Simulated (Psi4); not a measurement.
Psi4 1.11, TPSS/def2-svp: W(O)2(OH) ([O]=[W+](=[O])[OH]), charge +1, multiplicity 1, 5 atoms. The geometry is a generated start, not checked to be a minimum at this level.

```json
{
 "task": "energy",
 "method": "tpss",
 "basis": "def2-svp",
 "memory": "3 GB",
 "maxiter": "100",
 "keys_of_the_molecule_block": "symmetry c1",
 "scf_type": "df (default)",
 "guess": "auto, which took SAD (default)",
 "scf_initial_accelerator": "adiis (default)",
 "e_convergence": "1e-06 (default)",
 "d_convergence": "1e-06 (default)",
 "dft_radial_points": "75 (default)",
 "dft_spherical_points": "302 (default)",
 "effective_core_potentials": "those of the basis set, past Kr",
 "basis_functions": "79",
 "grid_points": "109652"
}
```

```xyz
5

W      0.5028    -0.0290     0.5521
O      1.8029    -0.7721    -0.3296
O     -0.2885    -1.1557     1.6127
O     -0.6965     0.7742    -0.5962
H     -1.3208     1.1826    -1.2390
```

Charge 1 and multiplicity 1 are set for this test and not shown to be the ground state.

One run each on 2 threads. Values of diis_max_vecs tried: 3, 6, 10 (default), 20.

Problem. Predict the course of the SCF iterations along this series.

Solution. Fewest SCF iterations, within one of each other: 6 with 13, 10 (default) with 13, 20 with 13. The count rises to 63 at 3. All converge to one solution.

```
diis_max_vecs  SCF iterations            end
-------------  --------------  -------------
3                          63  same solution
6                          13  same solution
10 (default)               13  same solution
20                         13  same solution
```
